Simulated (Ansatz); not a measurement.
Consider the following.

```yaml
crystal:
  lattice:
    - [0.00000, 1.78942, 1.78942]
    - [1.78942, 0.00000, 1.78942]
    - [1.78942, 1.78942, 0.00000]
  atoms:
    - { symbol: B, position: [0.00000, 0.00000, 0.00000] }
    - { symbol: N, position: [0.25000, 0.25000, 0.25000] }
```

No spin polarisation.

All numbers come from PBEsol (Ansatz, a first-principles code; PAW; 420 eV plane waves; no spin-orbit coupling). Settings: 16×16×16 k-points, 0.05 eV Fermi–Dirac smearing.

**Question.** Predict the band gap.

**Answer.** 4.32 eV.

**Question.** What width of the top valence band does the calculation give?

**Answer.** 6.80 eV.

**Question.** Predict the hole mass (degenerate bands, along [100]).

**Answer.** 0.52 mₑ (at Γ).

**Question.** What gap character does the calculation give?

**Answer.** Indirect, Γ → X.

Load acts through the strain it causes; cell and atoms are relaxed under it. Masses are band curvatures over ±0.01 Å⁻¹ around the edge. Stability against distortions was not tested. Competing high-pressure phases were not computed. The cell was made from BN in the zinc blende structure (space group F-43m, No. 216) by this change: pressure 9 GPa.
